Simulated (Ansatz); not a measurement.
```xyz
4
Lattice="2.9843 0.0000 0.0000 -1.4921 2.5845 0.0000 0.0000 0.0000 4.6523" Properties=species:S:1:pos:R:3 pbc="T T T"
Al     0.0000     1.7230     2.3786
Be     1.4921     0.8615     4.6134
O      0.0000     1.7230     0.5260
N      1.4921     0.8615     2.9495
```

The cell was generated from a structure type, relaxed within its symmetry, and need not be the phase found at ambient conditions.

Give the diagonal Born effective charges atom by atom and the electronic dielectric tensor from linear response, PBEsol density-functional theory in Ansatz (plane waves, PAW).


```csv
atom,Z*xx,Z*yy,Z*zz
Al1,2.54,2.54,2.45
Be2,1.82,1.82,2.08
O3,-1.97,-1.97,-2.27
N4,-2.39,-2.39,-2.25
```

ε∞ diagonal: 3.81, 3.81, 3.81. The k mesh is 9×9×5. Away from Γ the polar cell without biaxial strain shows no imaginary mode on a 2×2×2 mesh.

The PAW data sets were generated under PBE and serve the other functionals too.

Ansatz is a program for electronic structure.
